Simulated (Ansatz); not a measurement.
# What biaxial strain −1.75 %, plane normal [001], relaxed out of plane does to FeS2

Consider FeS2 (space group Pnnm, No. 58; a = 4.367 Å, b = 5.333 Å, c = 3.344 Å; non-magnetic). Axes: x, y, z lie along a, b, c of the conventional cell.

Now apply this change: biaxial strain −1.75 %, plane normal [001], relaxed out of plane (Cartesian); in-plane vectors clamped, the third vector and the atoms free.

All numbers come from DFT with PBEsol, PAW potentials and a 420 eV plane-wave cutoff in Ansatz (a quantum-chemistry and plane-wave program), without spin-orbit coupling. Settings: 8×6×10 k-points, 0.05 eV Fermi–Dirac smearing.

The space group stays Pnnm (No. 58) and the shortest interatomic distance shrinks by 0.033 Å, from 2.192 Å to 2.159 Å. The band gap rises by 0.15 eV to 1.07 eV and the gap character changes from indirect, k = (3/8, 0, 0) in the run's primitive reciprocal basis → T to indirect, k = (3/8, 0, 0) in the run's primitive reciprocal basis → k = (0, 0.167, 0) in the run's primitive reciprocal basis. The smallest direct gap grows by 0.10 eV, from 1.23 eV to 1.33 eV and the width of the top valence band hardly moves (1.06 eV against 1.07 eV). The out-of-plane strain is +0.95 % and the ratio −ε⊥/ε∥ amounts to 0.54. The mean in-plane stress (compression positive) amounts to +7.3 GPa.

Cost of the whole job for the changed cell (relaxation, final SCF and bands): roughly 2.8 core-minutes.

Whether these cells are dynamically stable was not tested. Seeded moments were not kept for the base. The final runs are not spin-polarised.
